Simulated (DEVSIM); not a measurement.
Device: TaN/HfO2/SiO2/p-Si capacitor, at 400 K.

| layer (left to right) | material | thickness (nm) | Na (cm⁻³) |
|---|---|---|---|
| 1 | HfO2 | 5.50 | - |
| 2 | SiO2 | 0.510 | - |
| 3 | Si | 340 | 2.8e18 |

Metal gate on the left, work function 4.4 eV. Fixed charge at the semiconductor interface 0 cm⁻² (in units of +e); no interface traps.

This is a model device: material constants are rounded textbook-type values typed into the input, and sizes, dopings and lifetimes were drawn at random. Values at 300 K; Nc and Nv go as T^1.5, mobilities as T to minus their exponent, the gap by Varshni's rule with the affinity fixed.

```tsv
parameter	HfO2	SiO2	Si
gap (eV)	5.7	9	1.124
affinity (eV)	2.5	0.9	4.05
permittivity	22	3.9	11.7
Nc (cm⁻³)	-	-	2.86e19
Nv (cm⁻³)	-	-	3.1e19
Varshni α (eV/K)	-	-	0.000473
Varshni β (K)	-	-	636
```

DEVSIM, 1D Poisson equation in equilibrium, Boltzmann statistics, complete ionisation; no quantum confinement or tunnelling. Metal contacts follow the ideal Schottky-Mott rule: no Fermi-level pinning, no interface dipoles.

The substrate doping was swept, all else fixed.

```json
[
 {"substrate doping (cm^-3)": "1.4e17", "minimum of the low-frequency capacitance (μF/cm²)": "0.142", "flat-band voltage (V)": "-0.55", "threshold voltage (band bending 2φF) (V)": "0.23"},
 {"substrate doping (cm^-3)": "2.8e17", "minimum of the low-frequency capacitance (μF/cm²)": "0.192", "flat-band voltage (V)": "-0.57", "threshold voltage (band bending 2φF) (V)": "0.29"},
 {"substrate doping (cm^-3)": "5.6e17", "minimum of the low-frequency capacitance (μF/cm²)": "0.249", "flat-band voltage (V)": "-0.59", "threshold voltage (band bending 2φF) (V)": "0.36"},
 {"substrate doping (cm^-3)": "1.4e18", "minimum of the low-frequency capacitance (μF/cm²)": "0.359", "flat-band voltage (V)": "-0.62", "threshold voltage (band bending 2φF) (V)": "0.50"},
 {"substrate doping (cm^-3)": "2.8e18", "minimum of the low-frequency capacitance (μF/cm²)": "0.461", "flat-band voltage (V)": "-0.65", "threshold voltage (band bending 2φF) (V)": "0.65"},
 {"substrate doping (cm^-3)": "5.6e18", "minimum of the low-frequency capacitance (μF/cm²)": "0.591", "flat-band voltage (V)": "-0.67", "threshold voltage (band bending 2φF) (V)": "0.85"}
]
```

From the first row to the last the minimum of the low-frequency capacitance goes from 0.142 to 0.591. From the first row to the last the flat-band voltage goes from -0.55 to -0.67.
